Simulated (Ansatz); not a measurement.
**Ag: element substitutions**

The parent structure is Ag in the fcc (Cu type) structure (space group Fm-3m, No. 225).

```yaml
crystal:
  lattice:
    - [0.00000, 2.02719, 2.02719]
    - [2.02719, 0.00000, 2.02719]
    - [2.02719, 2.02719, 0.00000]
  atoms:
    - { symbol: Ag, position: [0.00000, 0.00000, 0.00000] }
```

Each row replaces one element on all its sites; cell and atoms are relaxed.

Levels (all Ansatz, a first-principles code, PAW): PBEsol (420 eV, no SOC); r2SCAN (500 eV, no SOC).

Pressures by level, all at the geometries relaxed with PBEsol:

```
case      PBEsol   r2SCAN
-------  -------  -------
base     0.0 GPa  4.2 GPa
Ag → Rh  0.0 GPa      ___
Ag → H   0.0 GPa  0.3 GPa
```

What belongs in the blanks?


- Ag → Rh, r2SCAN: 4.7 GPa

Single points use the geometry relaxed with PBEsol. Their cutoffs differ, which shifts pressures a little. No phonon test of stability was made. The final runs are not spin-polarised.
